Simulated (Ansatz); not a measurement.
Worked example: self-consistent single point of Mg₃Zn (P-6m2, 4 atoms in the cell) in Ansatz (a quantum-chemistry and plane-wave program).

Method of the run: PBEsol, PAW files made with PBE (plane waves; Ansatz).

```
Mg3Zn
1.0
    3.10135     0.00000     0.00000
   -1.55068     2.68585     0.00000
    0.00000     0.00000     9.69360
Mg Zn
3 1
Direct
  0.00000   0.00000   0.00000
  0.66667   0.33333   0.73091
  0.66667   0.33333   0.26909
  0.00000   0.00000   0.50000
```

Reference input (self-consistent single point, DFT, LDA (PW92), plane waves, PAW files made with PBE): basis.ecutwfc = 420 eV; kpoints.mp_grid.grid = 8 8 3; hamiltonian.xc = lda; hamiltonian.pseudopotentials = {kind: paw} (the program's default PAW files); scf.occupations.method = gaussian; scf.occupations.width = 0.1 eV. This run's input differs from it in these lines:

Ansatz 0.2 input:
```diff
@@ -16,3 +16,3 @@
 hamiltonian:
-  xc: lda
+  xc: pbesol
   pseudopotentials:
```

The program printed (abridged):

```
SCF iter   1: F=—  HF=-9018.705368 eV  |F-HF|=—  |Δ(HF+E_count)|=         —  Δρ=7.24e-2  dr2=1.35e1  ethr=3.10e-3  ⟨swp⟩=6.2  Hψ=2430  notcnv=0
all-band conjugate gradients solve this SCF's bands
preconditioner: auto → Kerker (q_TF=auto, 2.447 Å⁻¹)
SCF iter   2: F=—  HF=-9017.687619 eV  |F-HF|=—  |Δ(HF+E_count)|=    1.02e0  Δρ=3.17e-2  dr2=3.96e0  ethr=3.10e-3  ⟨swp⟩=3.0  Hψ=988  notcnv=0  defer=10
   [... lines left out ...]
SCF iter   6: F=—  HF=-9017.048690 eV  |F-HF|=—  |Δ(HF+E_count)|=   3.11e-3  Δρ=3.00e-4  dr2=8.94e-5  ethr=3.47e-5  ⟨swp⟩=2.0  Hψ=727  notcnv=0  defer=11
SCF iter   7: F=—  HF=-9017.048730 eV  |F-HF|=—  |Δ(HF+E_count)|=   3.99e-5  Δρ=2.86e-4  dr2=5.03e-5  ethr=2.13e-7  ⟨swp⟩=2.0  Hψ=824  notcnv=0  defer=11
SCF iter   8: F=—  HF=-9017.048717 eV  |F-HF|=—  |Δ(HF+E_count)|=   1.34e-5  Δρ=1.18e-5  dr2=4.83e-7  ethr=1.20e-7  ⟨swp⟩=2.0  Hψ=643  notcnv=0  defer=11
SCF iter   9: F=-9017.048717 eV  HF=-9017.048717 eV  |F-HF|=5.55e-9  |Δ(HF+E_count)|=   7.36e-8  Δρ=3.48e-6  dr2=6.77e-9  ethr=2.38e-10  ⟨swp⟩=8.9  Hψ=2675  notcnv=0
SCF 1 converged in 9 iterations: F = -9017.048717 eV  dr2 = 6.77e-9
Free energy (F): -9017.048717 eV
Internal energy: -9017.035829 eV  (E = F + TS)
E sigma→0 (E₀):  -9017.042273 eV
Entropy (-TS):   -0.012888 eV (-3.222 meV/atom)
Fermi energy:    6.864283 eV
--- Forces (eV/Å), atoms counted from 1 ---
  atom   1  Mg     0.00000000     0.00000000    -0.00000000
  atom   2  Mg     0.00000000    -0.00000000    -0.01782477
  atom   3  Mg     0.00000000    -0.00000000     0.01782477
  atom   4  Zn     0.00000000     0.00000000    -0.00000000
--- Stress (GPa, compression-positive) ---
       -0.043776      -0.000000       0.000000
        0.000000      -0.043776      -0.000000
        0.000000      -0.000000      -0.212007
  P = ⅓ Tr σ = -0.0999 GPa (-0.999 kbar)
  The stress holds the Pulay correction. Without it, at fixed plane waves, as pw.x and ABINIT print it: P = -0.1242 GPa
```

The run converged in 9 iterations. Against the reference run the pressure goes from -2.01 to -0.10 GPa and the largest force goes from 0.081 to 0.018 eV/Å.

The starting cell comes from a database of computed structures (which also holds hypothetical and non-ambient phases and stackings), without a prior relaxation at this level. Ansatz's pressure includes its estimate of the finite-basis (Pulay) stress.
